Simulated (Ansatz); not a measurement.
YN in the rock salt structure (space group Fm-3m, No. 225)

```
CELL_PARAMETERS angstrom
      0.00000     2.45292     2.45292
      2.45292     0.00000     2.45292
      2.45292     2.45292     0.00000
ATOMIC_POSITIONS crystal
  Y  0.50000 0.50000 0.50000
  N  0.00000 0.00000 0.00000
```

All numbers come from PBE/PAW in Ansatz (an electronic-structure program), no SOC. k-mesh 12×12×12 (Γ-centred); smearing 0.05 eV (Fermi–Dirac).

| Quantity | Result |
|---|---|
| Volume per atom | 14.76 Å³ |
| Density | 5.79 g/cm³ |
| Band gap | 0.21 eV, indirect, Γ → X |
| Electron mass | 1.3 mₑ along k, 0.11 mₑ across |
| Hole mass (degenerate bands, along [100]) | 0.17, 1.0, 1.0 mₑ |
| Lowest conduction-band minima above the VBM | X along ⟨100⟩ 0.21 eV |
| Total energy | -2118.040 eV/atom (σ→0; compares only within this code and set-up) |

Masses are band curvatures over ±0.01 Å⁻¹ around the edge. Along k means along the line from Γ to the band edge. Stability against distortions was not tested. The base started in Pnma and relaxed to Fm-3m at this level. A zero or small gap of YN can be the functional's error rather than a property of the material.
